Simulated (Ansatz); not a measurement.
**BAs: response to strain**

The reference is BAs in the zinc blende structure (space group F-43m, No. 216; a = 4.784 Å). Axes: x, y, z lie along the cube axes.

Strains are applied to the cell and any free atomic positions relax; under biaxial strain the out-of-plane vector relaxes too.

Computed with r2SCAN (Ansatz, an electronic-structure program, PAW, scalar-relativistic without spin-orbit coupling).

Notes on the quantities. energy relative to the base: free energy F.

```tsv
change	volume per atom	band gap	energy relative to the base
base	13.69 Å³	1.38 eV	0 meV/atom
biaxial strain −2.50 %, plane normal [111], relaxed out of plane	13.08 Å³	1.19 eV	+22 meV/atom
biaxial strain −2.08 %, plane normal [111], relaxed out of plane	13.18 Å³	1.23 eV	+15 meV/atom
biaxial strain −1.67 %, plane normal [111], relaxed out of plane	13.28 Å³	1.27 eV	+9.4 meV/atom
biaxial strain −1.25 %, plane normal [111], relaxed out of plane	13.38 Å³	1.30 eV	+5.2 meV/atom
biaxial strain −0.83 %, plane normal [111], relaxed out of plane	13.48 Å³	1.33 eV	+2.3 meV/atom
biaxial strain −0.42 %, plane normal [111], relaxed out of plane	13.58 Å³	1.36 eV	+0.6 meV/atom
```

Gaps are read on the SCF mesh and a high-symmetry path. Whether these cells are dynamically stable was not tested.
